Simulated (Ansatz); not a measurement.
Co: response to strain

The reference is Co in the hcp (Mg type) structure (space group P6_3/mmc, No. 194; ferromagnetic; relaxed with 0.1 eV smearing).

```yaml
crystal:
  lattice:
    - [2.45612, 0.00000, 0.00000]
    - [-1.22806, 2.12706, 0.00000]
    - [0.00000, 0.00000, 3.97170]
  atoms:
    - { symbol: Co, position: [0.66667, 0.33333, 0.25000] }
    - { symbol: Co, position: [0.33333, 0.66667, 0.75000] }
```

Cartesian axes are those of the cell as printed.

Strains are applied to the cell and any free atomic positions relax.

Method: Ansatz (an electronic-structure program) PBEsol, without spin-orbit coupling, earlier PAW set.

Notes on the quantities. energy relative to the base: free energy F; pressure: mean of the normal stresses, compression positive.

```tsv
case	energy relative to the base	pressure	shortest interatomic distance
base	0 meV/atom	0.0 GPa	2.440 Å
isotropic strain −1.23 %	+11 meV/atom	9.8 GPa	2.410 Å
uniaxial strain ε_yy = −0.65 %	+0.6 meV/atom	1.6 GPa	2.437 Å
uniaxial strain ε_yy = +5.80 %	+39 meV/atom	-11.5 GPa	2.456 Å
tensor shear ε_yz = +3.81 %	+20 meV/atom	1.1 GPa	2.366 Å
tensor shear ε_yz = −0.37 %	+0.2 meV/atom	0.0 GPa	2.432 Å
```

Other magnetic orders, which the real material may have, were not ruled out. Whether these cells are dynamically stable was not tested. The base started in P-3m1 and relaxed to P6_3/mmc at this level.
